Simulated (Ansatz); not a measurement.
The reference is BeS in the zinc blende structure (space group F-43m, No. 216; a = 4.876 Å).

Method: PBE in Ansatz (plane waves to 420 eV, PAW, without spin-orbit coupling).

For the base:

The electron mass is 0.84 mₑ along k, 0.29 mₑ across (at X). The band gap is 3.15 eV.

Now apply this change: the cell is scaled by 0.9934 in all directions; the atoms relax in the strained cell.

### Question
What does the calculation give for the electron mass after the change?

### Answer
The electron mass goes from 0.84 mₑ along k, 0.29 mₑ across (at X) to 0.83 mₑ along k, 0.29 mₑ across (at X).

### Question
What does the calculation give for the band gap after the change?

### Answer
The band gap drops by 0.044 eV (3.15 eV → 3.10 eV).

### Question
Estimate the effect on the energy relative to the base.

### Answer
The energy rises by 1.7 meV/atom.

Effective masses come from finite differences of ±0.01 Å⁻¹. Along k means along the line from Γ to the band edge. Gaps are Kohn–Sham eigenvalue differences; semilocal functionals usually give less than the measured gap. Whether these cells are dynamically stable was not tested.

Ansatz is a program for electronic structure.
